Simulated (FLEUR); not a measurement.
A self-consistent single point of NiSi2 (Fm-3m, 3 atoms in the cell) with FLEUR.

Computed with PBE, all-electron FLAPW (FLEUR), scalar-relativistic valence run with FLEUR.

The change in words: lattice scaled by 0.98. Reference geometry:
```
NiSi2
1.0
    0.00000     2.70500     2.70500
    2.70500     0.00000     2.70500
    2.70500     2.70500     0.00000
Si Ni
2 1
Cartesian
  1.35250   1.35250   1.35250
  4.05750   4.05750   4.05750
  0.00000   0.00000   0.00000
```

Reference input (self-consistent single point, DFT, PBE, all-electron FLAPW (FLEUR), scalar-relativistic valence): Kmax = 4 1/bohr; GmaxXC = 16 1/bohr; xcFunctional = pbe; jspins = 1; l_soc = F; mode = hist; fermiSmearingEnergy = 0.00499791 Htr; mesh (inpgen div1-3) = 11 11 11; inpgen gamma flag = false; Gmax = 16 1/bohr; numbands = 0; maxIterBroyd = 15. This run's input differs from it in these lines:

```diff
@@ -5,4 +5,4 @@
 0.7071067812 -0.0000000000 0.7071067812
-0.7071067812 0.7071067812 -0.0000000000
-7.2290484310
+0.7071067812 0.7071067812 0.0000000000
+7.0844674624
 1.0 1.0 1.0
@@ -44,5 +44,5 @@
          <bravaisMatrix>
-            <row-1>    0.0000000000000000     5.1117091671833208     5.1117091671833208</row-1>
-            <row-2>    5.1117091671833208     0.0000000000000000     5.1117091671833208</row-2>
-            <row-3>    5.1117091671833208     5.1117091671833208     0.0000000000000000</row-3>
+            <row-1>    0.0000000000000000     5.0094749838537966     5.0094749838537966</row-1>
+            <row-2>    5.0094749838537966     0.0000000000000000     5.0094749838537966</row-2>
+            <row-3>    5.0094749838537966     5.0094749838537966     0.0000000000000000</row-3>
          </bravaisMatrix>
```

Log, with long lists cut:

```
 Iteration:     1   Distance:      13.56043960 me/bohr^3
 Iteration:     2   Distance:      10.23124932 me/bohr^3
 Iteration:     3   Distance:       8.55785821 me/bohr^3
 Iteration:     4   Distance:       7.63406792 me/bohr^3
 Iteration:     5   Distance:      13.12187649 me/bohr^3
   [... 9 lines left out ...]
 Iteration:    15   Distance:       0.00027916 me/bohr^3
 Iteration:    16   Distance:       0.00015826 me/bohr^3
 Iteration:    17   Distance:       0.00002716 me/bohr^3
 Iteration:    18   Distance:       0.00000564 me/bohr^3
 Run finished successfully
 Stop message:
   Structural relaxation: Done

[file out, last iteration]
             iter=     19
[...]
          total density-effective poten   -3.3101418082E+03
          total charge density-energy d   -1.0552787447E+02
 Updated energy parameters for spin:           1
[...]
 fermi energy and band-weighting factors:
    0.760801    0.760801    0.792999

[...]
FERMIE:
          first approx. to ef    (T=0)  :   0.434096 htr   (energy of the highest occ. eigenvalue)
          number of occ. states  (T=0)  :        668
          first approx. to seigv (T=0)  :  -7.603775 htr
          sum of weights of occ. states :  12.000751
          sum of semicore charge        :   0.000000 e
FERHIS:  Fermi-Energy by histogram:
          bandgap                     :   0.000936 htr
   [... lines left out ...]
          charge neutrality (T=0)     :   0.001503    (zero if the highest occ. eigenvalue is "entirely" occupied)
     EF_NEWTON:  Adjust Fermi-Energy by Newton-Method.
 Direct bandgap for spin            1 :    1.1868436075526068E-002  Htr
 ---->    free energy=                     -2100.9368447600 htr
   [... lines left out ...]
      extrapolation for T->0
 ---->    total electron energy=           -2100.9359262101 htr
 ***** TOTAL FORCES ON ATOMS *****
 TOTAL FORCE FOR ATOM TYPE=  1  X=  2.505   Y=  2.505   Z=  2.505
                       FX_TOT= 0.000000 FY_TOT= 0.000000 FZ_TOT= 0.000000
 TOTAL FORCE FOR ATOM TYPE=  2  X=  0.000   Y=  0.000   Z=  0.000
                       FX_TOT= 0.000000 FY_TOT= 0.000000 FZ_TOT= 0.000000
 Structural relaxation: Done
```

The run converged in 18 iterations. FLEUR gives forces in its relaxation mode, with a further iteration, so its stop message speaks of a relaxation. Against the reference run the free energy goes up by 42.5 meV/atom.

The starting cell has typed, rounded lattice constants, without a prior relaxation at this level. For this run, on top of that: lattice scaled by 0.98. Spin polarisation is off. Values depend on the basis (sphere radii, cutoffs, local orbitals), which need not be converged. The log's line on a gap gives a spacing of levels on this mesh, which the program prints for metals too.

Cost on one core of a shared machine: roughly 40 s.
